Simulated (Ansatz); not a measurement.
Band structure of Si2Mo (I4/mmm, 3 atoms in the cell).

```
CELL_PARAMETERS angstrom
     -1.62424     1.62424     3.96203
      1.62424    -1.62424     3.96203
      1.62424     1.62424    -3.96203
ATOMIC_POSITIONS crystal
  Si 0.66457 0.66457 0.00000
  Si 0.33543 0.33543 0.00000
  Mo 0.00000 0.00000 0.00000
```

Method: PBE (plane waves, PAW; Ansatz, a program for electronic structure).

Settings: kpoints.mp_grid.grid = 11 11 11; hamiltonian.xc = pbe; hamiltonian.pseudopotentials = {kind: paw} (the program's default PAW files); scf.occupations.method = fermi_dirac; scf.occupations.width = 0.1 eV; kpoints.band_path.npoints = 8.

The starting cell comes from a database of computed structures (which also holds hypothetical and non-ambient phases and stackings), without a prior relaxation at this level. Its lattice was rescaled by a random factor within 2.5 % of one. Spin polarisation is off.

Levels in eV from the Fermi level, bands 8 to 14:
| point | 8 | 9 | 10 | 11 | 12 | 13 | 14 |
|---|---|---|---|---|---|---|---|
| Γ | -2.85 | -2.49 | -2.49 | 0.35 | 2.94 | 3.37 | 3.38 |
| X | -5.18 | -4.26 | -2.85 | -1.21 | 2.18 | 2.58 | 3.07 |
| Y | -4.28 | -3.72 | -2.73 | -1.76 | 1.71 | 2.00 | 2.46 |
| S | -2.63 | -2.38 | -2.12 | -0.35 | 1.50 | 3.01 | 3.58 |
| Z | -2.05 | -0.52 | -0.52 | -0.47 | -0.47 | 0.47 | 4.67 |
| S1 | -2.63 | -2.38 | -2.12 | -0.35 | 1.50 | 3.01 | 3.58 |
| N | -4.35 | -2.47 | -2.40 | -0.44 | 2.13 | 3.05 | 3.80 |
| P | -5.98 | -2.64 | -1.99 | -1.99 | 0.26 | 2.18 | 3.96 |
| Y1 | -4.28 | -3.72 | -2.73 | -1.76 | 1.71 | 2.00 | 2.46 |

Bands cross the Fermi level along this path, so the cell is metallic at this level.

Keys are those of Ansatz 0.2.
